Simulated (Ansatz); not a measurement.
# BaTiO3: energy against strain

BaTiO3 (cubic perovskite, Pm-3m, 12.513 Å³/atom at rest) under an equal strain ε in the (111) plane with the normal axis free, as in a coherent film. PBEsol in Ansatz, a plane-wave DFT program (PAW, default set), 420 eV, 8×8×8 Γ-centred mesh, Fermi-Dirac smearing 0.05 eV; ions are relaxed within the symmetry of each cell.

Here s stands for strain and y for E less E0.

```
strain (%)  E less E0 (meV/atom)
----------  --------------------
-2.50                          ?
-1.00                       3.05
-0.50                       0.73
0.00                        0.00
0.50                        0.72
1.00                        2.94
```

**Question.** Fit y against s with a parabola, and predict the withheld value at s = -2.50.

**Answer.** Least squares gives y = -0.016 - 0.0460·s + 3.0086·s². Residuals (row less fit): 0.011, -0.029, 0.016, 0.007, -0.007; standard error 0.026 (degrees of freedom: 2). Twice the quadratic coefficient over the volume, 2 × 3.0086 meV × 10⁴ × 0.1602 / 12.513 Å³, is twice the biaxial elastic modulus of this plane = 770 ± 7 GPa. At the withheld row, y = -0.016 - 0.0460 × (-2.5) + 3.0086 × (-2.5)² = 18.903 meV/atom. The calculation gives 20.08 meV/atom, 1.177 meV/atom above the prediction (5.9 % of the range of y in the table). The row lies outside the fitted rows, so this is an extrapolation. From the scatter of the fitted rows alone, a prediction at this place has a standard error of 0.166 meV/atom, so the miss is 7.1 times that.

One order more, fitted to all 11 runs of the series, follows each within 0.04, so the miss is the next term of a smooth law. The primitive cell can neither tilt nor turn polar against its symmetry, as such crystals can under strain. BaTiO3 is here the ideal cubic form; the compound distorts at low or room temperature. Rows are the converged runs of the series near zero and its far end; series whose fitted rows scatter by over a few per cent of the range, as at a crossing or softening among them, aren't shown in this form. Most that stay on the fit to the last digits aren't either.
